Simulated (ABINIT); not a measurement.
Input and output of a self-consistent single point for SrP₂Os₂ (I4/mmm, 5 atoms in the cell) (ABINIT).

Level of theory: PBEsol, norm-conserving pseudopotentials (PseudoDojo nc-sr-04 PBEsol standard) (plane waves; ABINIT 10.0.3).

The change in words: lattice scaled by 0.98. Reference geometry:
```yaml
crystal:
  lattice:
    - [-2.02943, 2.02943, 5.69928]
    - [2.02943, -2.02943, 5.69928]
    - [2.02943, 2.02943, -5.69928]
  atoms:
    - { symbol: Sr, position: [0.00000, 0.00000, 0.00000] }
    - { symbol: P, position: [0.34985, 0.34985, 0.00000] }
    - { symbol: P, position: [0.65015, 0.65015, 0.00000] }
    - { symbol: Os, position: [0.75000, 0.25000, 0.50000] }
    - { symbol: Os, position: [0.25000, 0.75000, 0.50000] }
```

Reference input (self-consistent single point, DFT, PBEsol, plane waves, norm-conserving pseudopotentials (PseudoDojo nc-sr-04 PBEsol standard)): pseudos = [Sr.upf, P.upf, Os.upf]; ecut = 37 Ha; ixc = -116133; occopt = 3; tsmear = 0.1 eV; ngkpt = 7 7 7; nshiftk = 1; shiftk = 0 0 0; potentials = PseudoDojo nc-sr-04 PBEsol standard; nband = 34; kptopt = 1; nstep = 60. This run's input differs from it in these lines:

```diff
@@ -5,5 +5,5 @@
 rprim
-        -2.0294300000    2.0294300000    5.6992800000
-         2.0294300000   -2.0294300000    5.6992800000
-         2.0294300000    2.0294300000   -5.6992800000
+        -1.9888410000    1.9888410000    5.5852940000
+         1.9888410000   -1.9888410000    5.5852940000
+         1.9888410000    1.9888410000   -5.5852940000
 natom 5
```

Log, with long lists cut:

```
--- !BeginCycle
solver: {iscf: 7, nstep: 60, nline: 4, wfoptalg: 0, }
tolerances: {tolvrs: 1.00E-10, }
...

     iter   Etot(hartree)      deltaE(h)  residm     vres2
 ETOT  1  -250.31029802509    -2.503E+02 9.722E-02 1.265E+03
 ETOT  2  -250.48600628166    -1.757E-01 1.236E-02 1.980E+02
 ETOT  3  -250.48530403150     7.023E-04 6.396E-03 1.222E+02
 ETOT  4  -250.49033668164    -5.033E-03 4.342E-03 5.970E+00
 ETOT  5  -250.49049807419    -1.614E-04 1.571E-03 2.434E-02
   [... 2 lines left out ...]
 ETOT  8  -250.49049936937    -2.017E-09 5.189E-04 3.522E-07
 ETOT  9  -250.49049936941    -3.945E-11 6.167E-04 2.223E-07
 ETOT 10  -250.49049936941    -1.137E-12 3.946E-04 4.123E-10
 ETOT 11  -250.49049936938     3.200E-11 4.437E-04 5.782E-12
 At SCF step   11       vres2   =  5.78E-12 < tolvrs=  1.00E-10 =>converged.

 Cartesian components of stress tensor (hartree/bohr^3)
  sigma(1 1)= -3.37566586E-04  sigma(3 2)=  0.00000000E+00
  sigma(2 2)= -3.37566586E-04  sigma(3 1)=  0.00000000E+00
  sigma(3 3)= -1.72016311E-04  sigma(2 1)=  0.00000000E+00

 ----iterations are completed or convergence reached----

 reduced coordinates (array xred) for    5 atoms
       0.000000000000      0.000000000000      0.000000000000
       0.349850000000      0.349850000000      0.000000000000
       0.650150000000      0.650150000000      0.000000000000
       0.750000000000      0.250000000000      0.500000000000
       0.250000000000      0.750000000000      0.500000000000
 cartesian forces (eV/Angstrom) at end:
    1     -0.00000000000000     0.00000000000000     0.00000000000000
   [... lines left out ...]
 Fermi (or HOMO) energy (hartree) =   0.42276   Average Vxc (hartree)=  -0.43632
   [... lines left out ...]
total_energy        : -2.50490499369375E+02
total_energy_eV     : -6.81619313162316E+03
band_energy         : -2.22131950500138E+01
...

-Cartesian components of stress tensor (GPa)         [Pressure=  8.3080E+00 GPa]
- sigma(1 1)= -9.93155017E+00  sigma(3 2)=  0.00000000E+00
- sigma(2 2)= -9.93155017E+00  sigma(3 1)=  0.00000000E+00
- sigma(3 3)= -5.06089374E+00  sigma(2 1)=  0.00000000E+00

 Calculation completed.
```

The run converged in 11 iterations. Against the reference run the free energy goes up by 18.4 meV/atom, the pressure goes from -2.39 to 8.31 GPa and the largest force goes from 0.217 to 1.270 eV/Å.

The starting cell comes from a database of computed structures (which also holds hypothetical and non-ambient phases and stackings), without a prior relaxation at this level. For this run, on top of that: lattice scaled by 0.98. Spin polarisation is off. With a pressure of about 8 GPa the cell is away from its equilibrium volume at this level. Forces in this geometry exceed 1 eV/Å.

Cost on one core of a shared machine: roughly 8 min.
